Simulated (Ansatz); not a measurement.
Density of states of HfW2 (Fd-3m, 6 atoms in the cell).

```
CELL_PARAMETERS angstrom
      0.00000     3.79125     3.79125
      3.79125     0.00000     3.79125
      3.79125     3.79125     0.00000
ATOMIC_POSITIONS crystal
  Hf 0.00000 0.00000 0.00000
  Hf 0.25000 0.25000 0.25000
  W  0.62500 0.62500 0.62500
  W  0.12500 0.62500 0.62500
  W  0.62500 0.62500 0.12500
  W  0.62500 0.12500 0.62500
```

Level of theory: PBEsol, default PAW files made with PBE (plane waves; Ansatz, a program for electronic structure).

SCF settings: basis.ecutwfc = 30.9 Ry; kpoints.mp_grid.grid = 6 6 6; hamiltonian.xc = pbesol; hamiltonian.pseudopotentials = {kind: paw} (the program's default PAW files); scf.occupations.method = fermi_dirac; scf.occupations.width = 0.0073 Ry. Keys of the DOS step: output.dos.nscf_kmesh.grid = 9 9 9; output.dos.method = {smearing: {sigma: 0.1}} eV.

The starting cell comes from a database of published, mostly measured structures (it also holds non-ambient and calculated ones), without a prior relaxation at this level. Spin-orbit coupling is off. Spin polarisation is off.

Total DOS (both spins), as means of the tabulated values in each energy bin; the zero is the program's Fermi level or highest filled level, and the curve is cut to this window:

```
E (eV) | states/eV/cell
    -7.88 | # 0.36
    -7.62 | # 0.21
    -7.38 | ## 0.56
    -7.12 | # 0.48
    -6.88 | ## 0.65
    -6.62 | ### 0.85
    -6.38 | ## 0.74
    -6.12 | #### 1.29
    -5.88 | ### 0.85
    -5.62 | #### 1.41
    -5.38 | ### 1.11
    -5.12 | ###### 2.06
    -4.88 | ######### 2.95
    -4.62 | ######### 3.03
    -4.38 | ############### 5.14
    -4.12 | #################### 6.62
    -3.88 | ################# 5.70
    -3.62 | ########### 3.84
    -3.38 | ############ 3.89
    -3.12 | ############ 3.90
    -2.88 | ########## 3.31
    -2.62 | ################## 5.95
    -2.38 | ########################### 9.23
    -2.12 | ########################## 8.93
    -1.88 | ################### 6.39
    -1.62 | #################### 6.76
    -1.38 | ############################# 9.69
    -1.12 | ############################## 10.1
    -0.88 | ############################# 9.91
    -0.62 | ################## 6.01
    -0.38 | ########## 3.44
    -0.12 | ####### 2.32
     0.12 | ######## 2.65
     0.38 | ###### 1.97
     0.62 | ########### 3.60
     0.88 | ########### 3.65
```

Around zero the curve holds about 2.5 states/eV/cell.

Keys are those of Ansatz 0.2.
